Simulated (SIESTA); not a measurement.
# Short convergence ladders for TaBe2 (R3m, 6 atoms in the cell)

```yaml
crystal:
  lattice:
    - [0.00000, 3.24610, 3.24610]
    - [3.24610, 0.00000, 3.24610]
    - [3.24610, 3.24610, 0.00000]
  atoms:
    - { symbol: Ta, position: [0.75445, 0.75445, 0.75445] }
    - { symbol: Ta, position: [0.50000, 0.50000, 0.50000] }
    - { symbol: Be, position: [0.12500, 0.62500, 0.12500] }
    - { symbol: Be, position: [0.12500, 0.12500, 0.12500] }
    - { symbol: Be, position: [0.62500, 0.12500, 0.12500] }
    - { symbol: Be, position: [0.12500, 0.12500, 0.62500] }
```

Base method: GGA PBEsol, numerical atomic orbitals DZP, PseudoDojo PBEsol standard norm-conserving potentials (rewritten from UPF to PSML) in SIESTA.

Base settings: XC.functional = GGA; XC.authors = PBEsol; potentials = PseudoDojo PBEsol standard; PAO.BasisSize = DZP; PAO.EnergyShift = 0.01 Ry; MeshCutoff = 300 Ry; kgrid.MonkhorstPack = 4 4 4; OccupationFunction = FD; ElectronicTemperature = 0.1 eV; PAO.Polarization.NonPerturbative = true.

Core times come from one kind of shared machine, to one figure; runs under 30 s give none.

**Shifted k-point meshes**

Only quantities that move along the ladder and can be compared are tabulated.

```csv
kgrid.MonkhorstPack,free energy less the last step's (meV/atom),pressure (GPa),largest difference of a force vector from the last step's (eV/Å),core time / last (rough)
2 2 2 shifted by 0.5 0.5 0.5,-7.03,-7.74,0.507,–
4 4 4 shifted by 0.5 0.5 0.5,-0.72,-6.67,0.051,–
6 6 6 shifted by 0.5 0.5 0.5,-0.07,-6.55,0.001,–
8 8 8 shifted by 0.5 0.5 0.5,-0.17,-6.54,0.017,0.09
10 10 10 shifted by 0.5 0.5 0.5,0.02,-6.54,0.003,0.1
13 13 13 shifted by 0.5 0.5 0.5,0.00,-6.53,0.000,0.3
16 16 16 shifted by 0.5 0.5 0.5,0.00,-6.53,0.000,0.4
17 17 17 shifted by 0.5 0.5 0.5,0.00,-6.53,0.000,1
```

Coarsest kgrid.MonkhorstPack that holds the free energy within 2 meV/atom of the last step, with all finer ones: 4 4 4 shifted by 0.5 0.5 0.5; the step before is off by 7.0 meV/atom.

Coarsest kgrid.MonkhorstPack that holds the forces within 0.01 eV/Å of the last step, with all finer ones: 10 10 10 shifted by 0.5 0.5 0.5, at about 0.1 of the last step's time; the step before is off by 0.017 eV/Å.

Coarsest kgrid.MonkhorstPack that holds the pressure within 0.5 GPa of the last step, with all finer ones: 4 4 4 shifted by 0.5 0.5 0.5; the step before is off by 1.2 GPa.

**The k-point mesh at a smearing width of 0.3 eV**

In this ladder: ElectronicTemperature = 0.3 eV.

Only quantities that move along the ladder and can be compared are tabulated.

```tsv
kgrid.MonkhorstPack	free energy less the last step's (meV/atom)	pressure (GPa)	largest difference of a force vector from the last step's (eV/Å)	core time / last (rough)
3 3 3	7.21	-5.56	0.011	–
4 4 4	-2.45	-6.27	0.003	–
5 5 5	-0.97	-6.07	0.001	–
10 10 10	-0.01	-6.10	0.000	0.3
14 14 14	0.00	-6.10	0.000	0.5
17 17 17	0.00	-6.10	0.000	1
```

Coarsest kgrid.MonkhorstPack that holds the free energy within 0.5 meV/atom of the last step, with all finer ones: 10 10 10, at about 0.3 of the last step's time; the step before is off by 0.97 meV/atom.

Coarsest kgrid.MonkhorstPack that holds the pressure within 0.1 GPa of the last step, with all finer ones: 5 5 5; the step before is off by 0.17 GPa.

Coarsest kgrid.MonkhorstPack that holds the forces within 0.005 eV/Å of the last step, with all finer ones: 4 4 4; the step before is off by 0.011 eV/Å.

**The width of Methfessel-Paxton smearing**

In this ladder: kgrid.MonkhorstPack = 7 7 7; OccupationFunction = MP; OccupationMPOrder = 1.

Narrow widths need finer meshes than wide ones, so the last steps can hold mesh noise.

Only quantities that move along the ladder and can be compared are tabulated; pressure and forces are left out, as mesh noise rules them at narrow widths.

```tsv
ElectronicTemperature	free energy less the last step's (meV/atom)
1 eV	-11.16
0.5 eV	1.58
0.3 eV	1.90
0.2 eV	0.95
0.1 eV	0.00
```

Widest ElectronicTemperature that holds the free energy within 5 meV/atom of the last step, with all finer ones: 0.5 eV; the step before is off by 11 meV/atom.

On the base run: the starting cell comes from a database of computed structures (which also holds hypothetical and non-ambient phases and stackings), without a prior relaxation at this level. Its lattice was rescaled by up to half a per cent. One atom was moved a little off its site on purpose. Spin polarisation is off. Values carry the incompleteness of an atom-centred basis. In the base run, with a pressure of about -6 GPa the cell is away from its equilibrium volume at this level. Without a gap this mesh is coarse (it stands for a supercell whose shortest vector is 18 Å).

Left out of this page: 2 runs of the series outside the window shown, repeating another row's setting, or not comparable.
